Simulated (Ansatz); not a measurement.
An Ansatz (a quantum-chemistry and plane-wave program) input (plane-wave PAW DFT at the PBE-D3(BJ) level (Ansatz, 420 eV), no spin-orbit coupling):

Ansatz 0.2 input:
```yaml
crystal:
  lattice:
    - [3.475657669, 0, 0]
    - [-1.7378288345, 3.0100078362, 0]
    - [0, 0, 13.6137596191]
  atoms:
    - { symbol: Te, position: [0.6666666667, 0.3333333333, 0.3826779757] }
    - { symbol: Te, position: [0.3333333333, 0.6666666667, 0.8826779757] }
    - { symbol: Te, position: [0.3333333333, 0.6666666667, 0.6173220243] }
    - { symbol: Te, position: [0.6666666667, 0.3333333333, 0.1173220243] }
    - { symbol: Mo, position: [0.6666666667, 0.3333333333, 0.75] }
    - { symbol: Mo, position: [0.3333333333, 0.6666666667, 0.25] }
basis: { ecutwfc: 420, ecutrho_ratio: 4, xc_grid: 2, fft_grid_basis: typed }
kpoints: { mp_grid: { grid: [11, 11, 3] } }
hamiltonian:
  xc: pbe
  dispersion: d3bj
  pseudopotentials: { kind: paw }
scf: { occupations: { method: fermi_dirac, width: 0.05 }, convergence: { dr2_threshold: 0.0000000006 } }
relax: { f_tol: 0.005, max_steps: 50 }
output: { forces: true, stress: true }
checkpoint: { write: state.ck, write_every: 1000 }
```

Task: Which symmetry and how many k-points will the program report, and about how many plane waves at Γ?

Result: Space group P63/mmc (ITA 194) with 24 operations, k-points 32 of 363, and 2775 plane waves at Γ.

Task: And the final pressure?

Result: 0.96 GPa (compression positive).

The cells carry an imposed strain or load. Whether these cells are dynamically stable was not tested. The cell was made from MoTe2 (space group P6_3/mmc, No. 194; layered, stacked along the Cartesian z axis) by this change: isotropic strain −0.60 %.
